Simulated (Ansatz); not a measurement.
H on the 1x1 (0001) surface of hcp Os, one in a 2x2 cell, started at the site 'bridge Os-Os (span 2.8 Å)'

Calculation: r2SCAN, at the PBE geometry (plane waves to 500 eV, PAW; Ansatz, a quantum-chemistry and plane-wave program).

Slab: 17 atoms, 6.4 Å thick at the start under the adsorbate (thin: gaps and levels are the slab's own); k 6x6x1, smearing 0.1 eV, dipole-corrected; single point; on the structure that PBE left under its start's symmetry; no spin, no spin-orbit, no U, no dispersion correction. At the end it is bonded to 3 Os. In PBE it is, or lies within 0.03 eV of, the lowest of the starts that converged; the order may differ at this level.

```json
{
 "adsorption energy against ½ H2(g) at the same level": "-0.59 eV",
 "work_function_of_the_top_face": "5.22 eV",
 "change_of_the_work_function": "-0.14 eV",
 "change_of_the_step_from_the_bottom_to_the_top_vacuum_level_against_the_clean_slab": "-0.15 eV",
 "height of the binding atom over the mean of the host atoms within 0.3 Å of the top one": "1.056 Å",
 "nearest_host_atoms_of_the_binding_atom": "Os at 1.93 Å, Os at 1.93 Å, Os at 1.93 Å",
 "note": "in the relaxation the adsorbate left its starting site by 0.8 Å",
 "cost": "about 2.7 core-minutes (a rough figure)"
}
```

A negative adsorption energy means that the adsorbate is more stable on the surface than in its reference.
